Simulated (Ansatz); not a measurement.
The starting structures come from a database of crystals and need not be the phases stable at ambient conditions.

Tunnelling through a barrier is set by its complex band structure: the current falls as exp(−2κd) with the smallest κ.

Given:

```
CELL_PARAMETERS angstrom
      3.83059     0.00000     0.00000
      0.00000     7.41577     0.00000
      1.91529    -1.04448     3.42310
ATOMIC_POSITIONS crystal
  Ca 0.20259 0.75351 0.59482
  Ca 0.79741 0.24649 0.40518
  C  0.92078 0.56431 0.15844
  C  0.07922 0.43569 0.84156
  C  0.54814 0.05825 0.90372
  C  0.45186 0.94175 0.09628
```

Space group of this cell: C2/m. The cell is taken as given.

Transport runs along the normal of the first two printed cell vectors.

The gap is the functional's own, uncorrected, and κ follows it; spin-orbit coupling is left out. Mid-gap values are interpolated between the computed energies.

**Question.** Give the band gap and the smallest decay constant κ at mid-gap that r2SCAN in Ansatz (a quantum-chemistry and plane-wave program) yields.

**Answer.** Gap 2.63 eV on a 10×4×10 mesh; κ = 0.341 1/Å, at (0.500, 0.500) of the in-plane reciprocal vectors. At the zone centre, at the nearest computed energy, the slowest state has κ = 0.45 1/Å.
